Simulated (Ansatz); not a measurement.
# Effective masses and thermopower of GaSe under load (space group R3m)

```yaml
crystal:
  lattice:
    - [1.77613, 1.02545, 7.18632]
    - [-1.77613, 1.02545, 7.18632]
    - [0.00000, -2.05090, 7.18632]
  atoms:
    - { symbol: Ga, position: [0.94572, 0.94572, 0.94572] }
    - { symbol: Ga, position: [0.05367, 0.05367, 0.05367] }
    - { symbol: Se, position: [0.22371, 0.22371, 0.22371] }
    - { symbol: Se, position: [0.44291, 0.44291, 0.44291] }
```

These are PBEsol+D3BJ with spin-orbit coupling, rigid bands (plane waves, PAW; Ansatz, an electronic-structure program) values and carry that method's errors. Condition of this run: hydrostatic pressure 10 GPa (the target of the relaxation). Geometry: cell and atoms relaxed with PBEsol+d3bj, then loaded as said.

The band gap comes out as 0.31 eV. The electron conductivity mass (300 K, dilute) is 0.28 (x), 0.28 (y), 0.181 (z) mₑ and the hole conductivity mass (300 K, dilute) is 1.38 (x), 1.38 (y), 0.119 (z) mₑ. The effective density of states N_c (300 K) comes out as 1.4e19 cm⁻³ and the effective density of states N_v (300 K) is 2.1e19 cm⁻³. The density-of-states mass, electrons is 0.68 mₑ. The density-of-states mass, holes is 0.88 mₑ and the Seebeck coefficient, n-type 1e19 cm⁻³, 300 K is -280 μV/K. The best n-type power factor at 300 K for τ = 10 fs (best axis; densities from 1e16 to 1e21 cm⁻³ tried, whether or not they can be reached) is 26 μW/(cm·K²) at 3e20 cm⁻³ and the Seebeck coefficient, p-type 1e19 cm⁻³, 300 K is 268 μV/K. The best p-type power factor at 300 K for τ = 10 fs (best axis; densities from 1e16 to 1e21 cm⁻³ tried, whether or not they can be reached) is 15.4 μW/(cm·K²) at 3e19 cm⁻³.

Rigid bands; masses and Seebeck coefficients take one relaxation time τ for all states and one kind of carrier; polarons and phonon drag are left out. Geometry: cell and atoms relaxed with PBEsol+D3(BJ).

PBEsol with a dispersion correction tends to overbind, so the cell can be several per cent short, in bad cases over ten, which usually narrows a gap: GaSe under load (space group R3m).
